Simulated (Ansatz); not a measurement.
# BiAu₂ in the cubic Laves (MgCu2 type) structure (space group Fd-3m, No. 227)

```cif
data_Au4Bi2
_chemical_formula_sum 'Bi2 Au4'
_space_group_name_H-M_alt 'P 1'
_space_group_IT_number 1
_cell_length_a 5.61761
_cell_length_b 5.61761
_cell_length_c 5.61761
_cell_angle_alpha 60.000
_cell_angle_beta 60.000
_cell_angle_gamma 60.000
loop_
_space_group_symop_operation_xyz
  'x, y, z'
loop_
_atom_site_label
_atom_site_type_symbol
_atom_site_fract_x
_atom_site_fract_y
_atom_site_fract_z
_atom_site_occupancy
Bi1 Bi 0.00000 0.00000 0.00000 1
Bi2 Bi 0.25000 0.25000 0.25000 1
Au1 Au 0.62500 0.62500 0.12500 1
Au2 Au 0.62500 0.12500 0.62500 1
Au3 Au 0.62500 0.62500 0.62500 1
Au4 Au 0.12500 0.62500 0.62500 1
```

All numbers come from PBEsol, PAW, 420 eV (Ansatz, a program for electronic structure; no SOC), earlier PAW set. k-mesh 10×10×10 (Γ-centred); smearing 0.05 eV (Fermi–Dirac).

- Volume per atom = 20.89 Å³
- Density = 15.97 g/cm³
- Band gap = zero
- Total energy = -12754.114 eV/atom (σ→0; compares only within this code and set-up)

Whether these cells are dynamically stable was not tested.
